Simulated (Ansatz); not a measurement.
**One base run on MoS2 (P1, 3 atoms in the cell) and variants with one or two settings moved**

```xyz
3
Lattice="1.5921 0.9192 6.4821 -1.5921 0.9192 6.4821 0.0000 -1.8385 6.4821" Properties=species:S:1:pos:R:3 pbc="T T T"
Mo    -0.0265    -0.0102    19.4351
S      0.0311     0.0055     8.0289
S     -0.0046     0.0047     4.9339
```

Base run A: PBE0, PAW files made with PBE (Ansatz, a quantum-chemistry and plane-wave program), self-consistent single point.

Its settings: basis.ecutwfc = 420 eV; kpoints.mp_grid.grid = 5 5 5; hamiltonian.xc = pbe0; hamiltonian.pseudopotentials = {kind: paw} (the program's default PAW files); scf.occupations.method = fixed.

The starting cell comes from a database of computed structures (which also holds hypothetical and non-ambient phases and stackings), without a prior relaxation at this level. Its atoms were displaced at random from the sites of space group no. 160. Ansatz's pressure includes its estimate of the finite-basis (Pulay) stress. Another mesh or the band path of this cell gives a smaller gap, so this value is not converged in the mesh.

ΔF is the free energy per atom less that of run A. A dash stands where there is no value to compare (another energy zero or no entropy term, no result, no spin, no clean gap, or a mesh too coarse for one). Absolute energies have different zeros for different potentials, functionals, Hubbard and dispersion terms and are not compared across them.

Run A gave: pressure (GPa) -2.65; largest force (eV/Å) 0.967; gap on the mesh (eV) 2.477.

Runs:
- B: hamiltonian.xc: pbe0 → hse06 [HSE06]
- C: scf.convergence.dr2_threshold: default (1e-07 eV) → 1e-06 eV
- D: scf.mixing.preconditioner: default (the program chose none) → resta; scf.mixing.eps_inf: default → 5
- E: scf.mixing.algorithm: default (the program chose MSR1) → broyden; scf.mixing.beta: default → 0.5

Q: What does run B change against A?

A: The pressure hardly changes (-2.65 to -2.58 GPa), the largest force hardly changes (0.967 to 0.959 eV/Å) and the gap on the mesh goes from 2.477 to 1.798 eV.

```tsv
run	ΔF (meV/atom)	pressure (GPa)	largest force (eV/Å)	gap on the mesh (eV)
A	0.00	-2.65	0.967	2.477
B	–	-2.58	0.959	1.798
C	0.00	-2.65	0.967	2.477
D	0.00	-2.65	0.967	2.477
E	0.00	-2.65	0.967	2.477
```

Left out of this page: 1 run of the series held back from this collection.

Keys are those of Ansatz 0.2.
